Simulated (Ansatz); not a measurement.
**FeCo: element substitutions**

Base system: FeCo in the CsCl type structure (space group Pm-3m, No. 221; a = 2.8001 Å; ferromagnetic).

Each row replaces one element on all its sites; cell and atoms are relaxed.

Method: Ansatz (an electronic-structure program) PBEsol, spin-orbit coupling left out, earlier PAW set.

| change | largest site moment | density |
|---|---|---|
| base | 2.71 μB | 8.68 g/cm³ |
| Co → Al | 0.70 μB | 5.97 g/cm³ |
| Fe → P | 0.00 μB | (withheld) |
| Fe → Al | 0.00 μB | 6.34 g/cm³ |

### Question
Some entries are withheld; estimate them.

### Answer

- Fe → P, density: 7.04 g/cm³

The magnetic state is the one reached from the starting moments; the real material's order can differ, and small cells can't hold many antiferromagnetic ones. Whether these cells are dynamically stable was not tested. As relaxed here, CoP is a hypothetical phase, not in the database extracts checked. Starting moments died away, wholly or in part, for Fe → P and Fe → Al; another magnetic solution may exist. Spin-polarised in the final run: AlFe and base; the other runs are not.
